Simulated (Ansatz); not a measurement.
# Ag under a change: uniaxial strain ε_zz = −0.50 %

Base system: Ag in the fcc (Cu type) structure (space group Fm-3m, No. 225; a = 4.001 Å; relaxed with 0.1 eV smearing). Axes: x, y, z lie along the cube axes.

One thing is altered: the cell is compressed by 0.50 % along z with no lateral relaxation, atoms relaxed at fixed cell.

All numbers come from LDA in Ansatz (plane waves to 420 eV, PAW, spin-orbit coupling left out). k-mesh 28×28×28 (Γ-centred); smearing 0.1 eV (Fermi–Dirac).

```csv
quantity,base,changed,shift
volume per atom,16.01 Å³,15.93 Å³,-0.08 Å³
space group,Fm-3m (No. 225),I4/mmm (No. 139),–
shortest interatomic distance,2.829 Å,2.822 Å,-0.007 Å
energy relative to the base (free energy F),0 meV/atom,+0.2 meV/atom,+0.2 meV/atom
"pressure (mean of the normal stresses, compression positive)",0.0 GPa,0.7 GPa,+0.7 GPa
band gap,zero,zero,–
"stress (xx, yy, zz, yz, xz, xy; compression positive)",–,"(0.6, 0.6, 0.9, 0.0, 0.0, 0.0) GPa",–
```

Final structure:

```
CELL_PARAMETERS angstrom
      0.00000     2.00044     1.99043
      2.00044     0.00000     1.99043
      2.00044     2.00044     0.00000
ATOMIC_POSITIONS crystal
  Ag 0.00000 0.00000 0.00000
```

No phonon test of stability was made.

Ansatz is a program for electronic structure.
